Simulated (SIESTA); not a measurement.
# Input and output of a self-consistent single point for CrO₂ (P4_2/mnm, 6 atoms in the cell) (SIESTA)

Method of the run: GGA PBE, numerical atomic orbitals DZP, PseudoDojo PBE standard norm-conserving potentials (rewritten from UPF to PSML) run with SIESTA.

The input file:

```
# files in the folder: Cr.psml O.psml (PseudoDojo PBE standard)
SystemName  CrO2
SystemLabel cro2

NumberOfAtoms                6
NumberOfSpecies              2
%block ChemicalSpeciesLabel
  1 24 Cr
  2 8 O
%endblock ChemicalSpeciesLabel
LatticeConstant              1.0 Ang
%block LatticeVectors
     4.343052000    0.000000000    0.000000000
     0.000000000    4.343052000    0.000000000
     0.000000000    0.000000000    2.870182000
%endblock LatticeVectors
AtomicCoordinatesFormat      Fractional
%block AtomicCoordinatesAndAtomicSpecies
     0.000000000    0.000000000    0.500000000  1
     0.500000000    0.500000000    0.000000000  1
     0.197260000    0.197260000    0.000000000  2
     0.802740000    0.802740000    0.000000000  2
     0.302740000    0.697260000    0.500000000  2
     0.697260000    0.302740000    0.500000000  2
%endblock AtomicCoordinatesAndAtomicSpecies

XC.functional                GGA
XC.authors                   PBE
PAO.BasisSize                DZP
PAO.EnergyShift              0.005 Ry
MeshCutoff                   350 Ry
%block kgrid.MonkhorstPack
    5   0   0  0.0
    0   5   0  0.0
    0   0   7  0.0
%endblock kgrid.MonkhorstPack
OccupationFunction           FD
ElectronicTemperature        1578.21 K
Spin                         polarized
%block DM.InitSpin
  1 +3.00
  2 +3.00
  3 +0.00
  4 +0.00
  5 +0.00
  6 +0.00
%endblock DM.InitSpin

MaxSCFIterations             150
SCF.Mixer.Method             Pulay
SCF.Mixer.Weight             0.1
SCF.Mixer.History            8
SCF.DM.Tolerance             1.0E-05
Diag.ParallelOverK           true
WriteForces                  true
Charge.Mulliken              end
```

Log, with long lists cut:

```
reinit: Reading from file input.fdf

reinit: System Name: CrO2
reinit: System Label: cro2

NOTE on units for spin output:
{S} is the spin magnetic moment, in units of the Bohr magneton,
assuming a g-factor for the electron spin of exactly 2.
The spin magnetic moment is then numerically equal to the charge inbalance,
in units of electrons, between the spin-up and -down channels.

coor:   Atomic-coordinates input format  =     Fractional

siesta: Atomic coordinates (Bohr) and species
siesta:      0.00000   0.00000   2.71193  1        1
siesta:      4.10359   4.10359   0.00000  1        2
siesta:      1.61895   1.61895   0.00000  2        3
siesta:      6.58823   6.58823   0.00000  2        4
siesta:      2.48464   5.72254   2.71193  2        5
siesta:      5.72254   2.48464   2.71193  2        6

siesta: System type = bulk

initatomlists: Number of atoms, orbitals, and projectors:      6    90    88

siesta: ******************** Simulation parameters ****************************
redata: Spin configuration                          = collinear
redata: Time-Reversal Symmetry                      = T
redata: Number of Atomic Species                    =        2
redata: Mesh Cutoff                                 =   350.0000 Ry
redata: Net charge of the system                    =     0.0000 |e|
redata: Min. number of SCF Iter                     =        0
redata: Max. number of SCF Iter                     =      150
redata: SCF convergence failure will abort job
redata: SCF mix quantity                            = Hamiltonian
redata: Mix DM or H after convergence               =   F
redata: Recompute H after scf cycle                 =   F
redata: Mix DM in first SCF step                    =   T
redata: No kicks to SCF
redata: DM Mixing Weight for Kicks                  =     0.5000
redata: Require Harris convergence for SCF          =   F
redata: Harris energy tolerance for SCF             =     0.000100 eV
   [... lines left out ...]
diag: Used triangular part                          = Lower
diag: Absolute tolerance                            =  0.100E-15
diag: Orthogonalization factor                      =  0.100E-05
diag: Memory factor                                 =  1.0000

superc: Internal auxiliary supercell:     5 x     5 x     7  =     175
superc: Number of atoms, orbitals, and projectors:   1050  15750  15400

                        Single-point calculation

superc: Internal auxiliary supercell:     5 x     5 x     7  =     175
superc: Number of atoms, orbitals, and projectors:   1050  15750  15400

outcell: Unit cell vectors (Ang):
        4.343052    0.000000    0.000000
        0.000000    4.343052    0.000000
        0.000000    0.000000    2.870182

outcell: Cell vector modules (Ang)   :    4.343052    4.343052    2.870182
outcell: Cell angles (23,13,12) (deg):     90.0000     90.0000     90.0000
outcell: Cell volume (Ang**3)        :     54.1377
new_DM -- step:     1
Initializing Density Matrix...

Attempting to read DM from file... Failed...
DM filled with atomic data (user-defined):

InitMesh: MESH = 50 x 50 x 36 = 90000
InitMesh: Mesh cutoff (required, used) =   350.000   366.313 Ry

stepf: Fermi-Dirac step function
        iscf     Eharris(eV)        E_KS(eV)     FreeEng(eV)     dDmax    Ef(eV) dHmax(eV)
   scf:    1    -6472.186622    -6594.630111    -6594.840925  0.455484 -0.602596 26.258735
     spin moment: {S} , |S| = {        0.0        0.0    3.99060 }     3.99060
   scf:    2    -6638.430638    -6617.883441    -6618.090084  0.250853 -2.238648 18.962566
     spin moment: {S} , |S| = {        0.0        0.0    3.99812 }     3.99812
   scf:    3    -6554.068652    -6623.569694    -6623.752449  0.721268 -5.404391 14.048722
     spin moment: {S} , |S| = {        0.0        0.0    3.67343 }     3.67343
   scf:    4    -6582.763244    -6630.602013    -6630.782913  0.601005 -3.378636 13.367456
     spin moment: {S} , |S| = {        0.0        0.0    3.99880 }     3.99880
   scf:    5    -6649.601796    -6643.074552    -6643.191548  0.274893 -4.979568  3.097606
     spin moment: {S} , |S| = {        0.0        0.0    3.99586 }     3.99586
   scf:    6    -6644.051944    -6643.879761    -6643.987393  0.078767 -5.241779  0.144051
   [... lines left out ...]
   scf:   12    -6643.893006    -6643.892838    -6643.994781  0.000358 -5.283835  0.021579
     spin moment: {S} , |S| = {        0.0        0.0    3.99593 }     3.99593
   scf:   13    -6643.893202    -6643.893021    -6643.994823  0.000417 -5.283498  0.014748
     spin moment: {S} , |S| = {        0.0        0.0    3.99604 }     3.99604
   scf:   14    -6643.893134    -6643.893084    -6643.994841  0.000453 -5.284759  0.000722
     spin moment: {S} , |S| = {        0.0        0.0    3.99604 }     3.99604
   scf:   15    -6643.893136    -6643.893111    -6643.994838  0.000207 -5.285227  0.005259
     spin moment: {S} , |S| = {        0.0        0.0    3.99606 }     3.99606
   scf:   16    -6643.893068    -6643.893090    -6643.994841  0.000176 -5.284775  0.000146
     spin moment: {S} , |S| = {        0.0        0.0    3.99605 }     3.99605
   scf:   17    -6643.893090    -6643.893090    -6643.994841  0.000002 -5.284767  0.000077
     spin moment: {S} , |S| = {        0.0        0.0    3.99605 }     3.99605
SCF Convergence by DM+H criterion
max |DM_out - DM_in|         :     0.0000015268
max |H_out - H_in|      (eV) :     0.0000774809
SCF cycle converged after 17 iterations

Using DM_out to compute the final energy and forces

siesta: E_KS(eV) =            -6643.8931

siesta: E_KS - E_eggbox =     -6643.8931

siesta: Atomic forces (eV/Ang):
     1   -0.000000   -0.000000   -0.000000
     2    0.000000   -0.000000   -0.000000
     3    0.062689    0.062689    0.000000
     4   -0.062689   -0.062689    0.000000
     5   -0.062686    0.062686    0.000000
     6    0.062686   -0.062686    0.000000
   Tot   -0.000000    0.000000    0.000000
   Max    0.062689
   Res    0.041792    sqrt( Sum f_i^2 / 3N )
   Max    0.062689    constrained

Stress tensor Voigt[x,y,z,yz,xz,xy] (kbar):     -169.21     -169.21     -196.35        0.00        0.00        0.00
(Free)E + p*V (eV/cell)    -6637.9716
Target enthalpy (eV/cell)    -6643.9948

siesta: Program's energy decomposition (eV):
siesta: Ebs     =     -1354.673963
siesta: Eions   =      9174.344919
siesta: Ena     =       976.789469
siesta: Ekin    =      3292.537749
siesta: Enl     =      -620.944401
siesta: Eso     =         0.000000
siesta: Edftu   =         0.000000
siesta: DEna    =        48.102449
siesta: DUscf   =         6.141218
siesta: DUext   =         0.000000
siesta: Ex      =     -1101.957730
siesta: Ec      =       -70.216925
siesta: Exc     =     -1172.174655
siesta: Eharris =     -6643.893090
siesta: Etot    =     -6643.893090
siesta: FreeEng =     -6643.994841

siesta: Atomic forces (eV/Ang):
siesta:      1   -0.000000   -0.000000   -0.000000
siesta:      2    0.000000   -0.000000   -0.000000
siesta:      3    0.062689    0.062689    0.000000
siesta:      4   -0.062689   -0.062689    0.000000
siesta:      5   -0.062686    0.062686    0.000000
siesta:      6    0.062686   -0.062686    0.000000
siesta: ----------------------------------------
siesta:    Tot   -0.000000    0.000000    0.000000

siesta: Stress tensor (static) (eV/Ang**3):
siesta:    -0.105612    0.000000    0.000000
siesta:     0.000000   -0.105612    0.000000
siesta:     0.000000    0.000000   -0.122550

   [... lines left out ...]
siesta: Cell volume =         54.137662 Ang**3
siesta:         178.25564888        179.38895949  kBar
   [... lines left out ...]

Species: Cr
Atom  Qatom  Qorb
               3s      4s      4s      3py     3pz     3px     4py     4pz
               4px     3dxy    3dyz    3dz2    3dxz    3dx2-y2 3dxy    3dyz
               3dz2    3dxz    3dx2-y2
   1  5.328   0.946   0.124   0.032   0.975   0.966   0.975   0.108   0.125
              0.108   0.136   0.163   0.116   0.163   0.142   0.075   0.055

              0.030   0.055   0.033
   2  5.328   0.946   0.124   0.032   0.975   0.966   0.975   0.108   0.125
              0.108   0.136   0.163   0.116   0.163   0.142   0.075   0.055

              0.030   0.055   0.033

Species: O
Atom  Qatom  Qorb
               2s      2s      2py     2pz     2px     2py     2pz     2px
               3Pdxy   3Pdyz   3Pdz2   3Pdxz   3Pdx2-y2
   3  3.337   0.970  -0.042   0.828   0.834   0.828  -0.031  -0.036  -0.031
              0.003   0.003   0.003   0.003   0.003
   4  3.337   0.970  -0.042   0.828   0.834   0.828  -0.031  -0.036  -0.031
   [... 5 lines left out ...]

mulliken: Qtot =       24.002

Mulliken Atomic Populations:
Atom #   charge [q] valence [e]      Sz [e]  Species
     1     1.139381   12.860619    2.205116  Cr
     2     1.139382   12.860618    2.205115  Cr
     3    -0.569691    6.569691   -0.103545  O
     4    -0.569691    6.569691   -0.103545  O
     5    -0.569691    6.569691   -0.103545  O
     6    -0.569691    6.569691   -0.103545  O
 Total     0.000000                3.996049
```

The run converged in 17 iterations.

The starting cell comes from a database of computed structures (which also holds hypothetical and non-ambient phases and stackings), without a prior relaxation at this level. Its lattice was rescaled by a random factor within 2.5 % of one. The magnetic order is the one reached from the typed start; others were not searched systematically. Values carry the incompleteness of an atom-centred basis. With a pressure of about 18 GPa the cell is away from its equilibrium volume at this level.

Cost on one core of a shared machine: roughly 70 s.
